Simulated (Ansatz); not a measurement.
Band structure of ReCl6 (R-3, 7 atoms in the cell).

```yaml
crystal:
  lattice:
    - [3.04824, 1.75990, 5.55205]
    - [-3.04824, 1.75990, 5.55205]
    - [0.00000, -3.51980, 5.55205]
  atoms:
    - { symbol: Re, position: [0.00000, 0.00000, 0.00000], spin: 1.0 }
    - { symbol: Cl, position: [0.61790, 0.23109, 0.91394] }
    - { symbol: Cl, position: [0.38210, 0.76891, 0.08606] }
    - { symbol: Cl, position: [0.91394, 0.61790, 0.23109] }
    - { symbol: Cl, position: [0.08606, 0.38210, 0.76891] }
    - { symbol: Cl, position: [0.23109, 0.91394, 0.61790] }
    - { symbol: Cl, position: [0.76891, 0.08606, 0.38210] }
```
(The spins are starting values, not results.)

Method: PBEsol, PAW files made with PBE (plane waves; Ansatz, a quantum-chemistry and plane-wave program).

Settings: basis.ecutwfc = 30.9 Ry; kpoints.mp_grid.grid = 3 3 3; hamiltonian.xc = pbesol; hamiltonian.pseudopotentials = {kind: paw} (the program's default PAW files); magnetization.spin_polarized = true; scf.occupations.method = gaussian; scf.occupations.width = 0.0073 Ry; kpoints.band_path.path = [[0.0, 0.0, 0.0], [0.5, 0.0, 0.0], [0.5, 0.23365181, -0.23365181]]; kpoints.band_path.npoints = 8.

The starting cell comes from a database of computed structures (which also holds hypothetical and non-ambient phases and stackings), without a prior relaxation at this level. Spin-orbit coupling is off. With one magnetic atom in the cell only a parallel order is possible.

Levels in eV from the Fermi level, bands 26 to 33 of the first spin channel:
```tsv
point	26	27	28	29	30	31	32	33
Γ	-1.23	-1.23	-1.15	-0.35	0.08	0.08	3.66	3.66
L	-1.37	-1.34	-1.24	-0.28	0.02	0.48	3.43	3.67
B1	-1.34	-1.31	-1.14	0.06	0.16	0.39	3.42	3.56
```

Bands cross the Fermi level along this path, so the cell is metallic at this level.

The net moment of the cell came out as 1.00 μB.

Keys are those of Ansatz 0.2.
